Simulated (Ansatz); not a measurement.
**Bi2SiO5 (Cmc2₁, No. 36, 16 atoms in the cell; start mp-28144): smallest direct gap on the k points sampled by level of theory**

No measured value is used here.

| level (code) | value (eV) |
|---|---|
| LDA (Ansatz) | 2.71 |
| PBEsol+SOC (Ansatz) | 2.49 |
| r²SCAN (Ansatz) | 3.29 |
| r²SCAN+SOC (Ansatz) | 3.01 |
| HSE06 (Ansatz) | 4.00 |
| PBE0 (Ansatz) | 4.70 |
| G0W0@PBEsol (Ansatz) | 4.24 |

At these levels the smallest gap is indirect and lower: LDA 2.65, PBEsol+SOC 2.37, r²SCAN+SOC 2.89 eV. Computed values are for a static lattice. Spin–orbit coupling is included only where a level's name says +SOC; with heavier elements it mostly lowers gaps and can invert bands.  G0W0@PBEsol: filled d or f shells below the valence bands can shift G0W0 gaps through exchange with them, which wasn't tested here. Values are at the PBEsol cell. Cutoffs and k meshes differ between the levels. Ansatz's density-functional and Hartree–Fock values are scalar-relativistic unless marked +SOC, with PAW data made under PBE.

A start named mp-… is a Materials Project structure, which need not be a measured phase.

Ansatz is a program for electronic structure.
